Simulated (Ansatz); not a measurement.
Worked example: self-consistent single point of HfC (I4mm, 2 atoms in the cell) in Ansatz (a program for electronic structure).

Level of theory: LDA (PW92), PAW files made with PBE (plane waves; Ansatz).

```
CELL_PARAMETERS angstrom
      0.00000     2.33160     2.33160
      2.33160     0.00000     2.33160
      2.33160     2.33160     0.00000
ATOMIC_POSITIONS crystal
  Hf 0.01072 0.01072 0.98928
  C  0.50000 0.50000 0.50000
```

Reference input (self-consistent single point, DFT, LDA (PW92), plane waves, PAW files made with PBE): basis.ecutwfc = 420 eV; kpoints.mp_grid.grid = 12 12 12; hamiltonian.xc = lda; hamiltonian.pseudopotentials = {kind: paw} (the program's default PAW files); scf.occupations.method = fermi_dirac; scf.occupations.width = 0.1 eV. This run's input differs from it in these lines:

Ansatz 0.2 input:
```diff
@@ -11,3 +11,3 @@
 kpoints:
-  mp_grid: { grid: [12, 12, 12] }
+  mp_grid: { grid: [8, 8, 8] }
 hamiltonian:
@@ -16,3 +16,3 @@
 scf:
-  occupations: { method: fermi_dirac, width: 0.1 }
+  occupations: { method: fermi_dirac, width: 0.3 }
 output:
```

Output, abridged:

```
SCF iter   1: F=—  HF=-15723.084909 eV  |F-HF|=—  |Δ(HF+E_count)|=         —  Δρ=8.55e-2  dr2=2.58e0  ethr=3.10e-3  ⟨swp⟩=4.7  Hψ=5017  notcnv=0
all-band conjugate gradients solve this SCF's bands
preconditioner: auto → Kerker (q_TF=auto, 2.806 Å⁻¹)
SCF iter   2: F=—  HF=-15722.549441 eV  |F-HF|=—  |Δ(HF+E_count)|=   5.35e-1  Δρ=3.10e-2  dr2=2.40e-1  ethr=3.10e-3  ⟨swp⟩=2.0  Hψ=1989  notcnv=0
   [... lines left out ...]
SCF iter   5: F=—  HF=-15722.487265 eV  |F-HF|=—  |Δ(HF+E_count)|=   8.04e-4  Δρ=1.53e-3  dr2=3.06e-4  ethr=2.35e-5  ⟨swp⟩=2.1  Hψ=1769  notcnv=0
SCF iter   6: F=—  HF=-15722.487187 eV  |F-HF|=—  |Δ(HF+E_count)|=   7.75e-5  Δρ=2.52e-4  dr2=1.62e-5  ethr=1.02e-6  ⟨swp⟩=2.8  Hψ=2136  notcnv=0
SCF iter   7: F=—  HF=-15722.487194 eV  |F-HF|=—  |Δ(HF+E_count)|=   6.41e-6  Δρ=7.17e-5  dr2=1.05e-6  ethr=5.40e-8  ⟨swp⟩=2.2  Hψ=2122  notcnv=0
SCF iter   8: F=-15722.487193 eV  HF=-15722.487193 eV  |F-HF|=5.81e-9  |Δ(HF+E_count)|=   4.72e-7  Δρ=1.29e-5  dr2=2.45e-8  ethr=3.33e-10  ⟨swp⟩=8.1  Hψ=7028  notcnv=0
SCF 1 converged in 8 iterations: F = -15722.487193 eV  dr2 = 2.45e-8
Free energy (F): -15722.487193 eV
Internal energy: -15722.371038 eV  (E = F + TS)
E sigma→0 (E₀):  -15722.429116 eV
Entropy (-TS):   -0.116156 eV (-58.078 meV/atom)
Fermi energy:    18.085211 eV
--- Forces (eV/Å), atoms counted from 1 ---
  atom   1  Hf    -0.00000000     0.00000000    -0.35571616
  atom   2  C      0.00000000     0.00000000     0.35571132
--- Stress (GPa, compression-positive) ---
      -13.439318       0.000000       0.000000
        0.000000     -13.439318      -0.000000
        0.000000       0.000000     -12.784602
  P = ⅓ Tr σ = -13.2211 GPa (-132.211 kbar)
  The stress holds the Pulay correction. Without it, at fixed plane waves, as pw.x and ABINIT print it: P = -13.4145 GPa
```

The run converged in 8 iterations. Against the reference run the free energy falls by 21.6 meV/atom, the pressure goes from -13.43 to -13.22 GPa and the largest force goes from 0.340 to 0.356 eV/Å.

The starting cell has typed, rounded lattice constants, without a prior relaxation at this level. Its lattice was rescaled by up to half a per cent. One atom was moved a little off its site on purpose. With a pressure of about -13 GPa the cell is away from its equilibrium volume at this level. Ansatz's pressure includes its estimate of the finite-basis (Pulay) stress.
